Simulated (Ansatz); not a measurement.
Data:

```
PtGe2
1.0
    5.76873     0.00000     0.00000
    0.00000     6.21258     0.00000
    0.00000     0.00000     2.91987
Ge Pt
4 2
Cartesian
  4.80671   2.30713   0.00000
  0.96203   3.90544   0.00000
  1.92234   0.79915   1.45993
  3.84640   5.41342   1.45993
  0.00000   0.00000   0.00000
  2.88437   3.10629   1.45993
```

All values below come from PBEsol, DFPT electron-phonon coupling, linearised Boltzmann equation (plane waves, PAW, scalar-relativistic; Ansatz, a program for electronic structure). How the cell was made: relaxed with this functional, without spin-orbit coupling.

Q: Predict the intrinsic resistivity at 300 K.

A: 27 (x), 17.5 (y), 38 (z) μΩ·cm.

Q: And the electrons' mean free path at that temperature?

A: 7.5 (x), 9.1 (y), 6.9 (z) nm, weighted by the current that each state carries. Wires not much wider than this gain resistivity from their walls.

A metal at this level (no band gap). Only scattering by harmonic phonons is included (no impurities, grain boundaries, electron-electron scattering or thermal expansion). Spin-orbit coupling is left out, which matters with elements this heavy. Halving the electron mesh (16x16x28) moves the resistivity by up to 7 % at 300 K, the mean free path by up to 7 %. Smearing 0.20 eV; phonons on a 3x3x5 q mesh, which this run doesn't test.

Formula and space group known from diffraction (Crystallography Open Database), not checked to be the room-temperature form: PtGe2 (Pnnm).
